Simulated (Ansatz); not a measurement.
The starting structures come from a database of crystals and need not be the phases stable at ambient conditions.

 Where the default PAW files enter, the runs use the earlier of Ansatz's two default sets.

Given:

```
CELL_PARAMETERS angstrom
      3.86984     0.00000     0.00000
      0.00000     9.80983     0.00000
      1.93492     0.00000     3.35138
ATOMIC_POSITIONS crystal
  Ca 0.33333 0.99993 0.33333
  Ca 0.66667 0.49993 0.66667
  H  0.00000 0.83306 0.00000
  H  0.00000 0.33306 0.00000
  Cl 0.33333 0.68333 0.33333
  Cl 0.66667 0.18333 0.66667
  O  0.00000 0.93188 0.00000
  O  0.00000 0.43188 0.00000
```

Space group of this cell: P6_3mc. The cell is taken as given.

Transport runs along the normal of the first two printed cell vectors, the (100) plane of the conventional cell.

The gap is the functional's own. No spin-orbit coupling. Mid-gap values are interpolated on the energy grid.

Compute, with r2SCAN (Ansatz, a program for electronic structure), the band gap and the smallest decay constant κ at mid-gap.

Gap 6.11 eV on a 10×4×10 mesh; κ = 0.410 1/Å, at the zone centre.
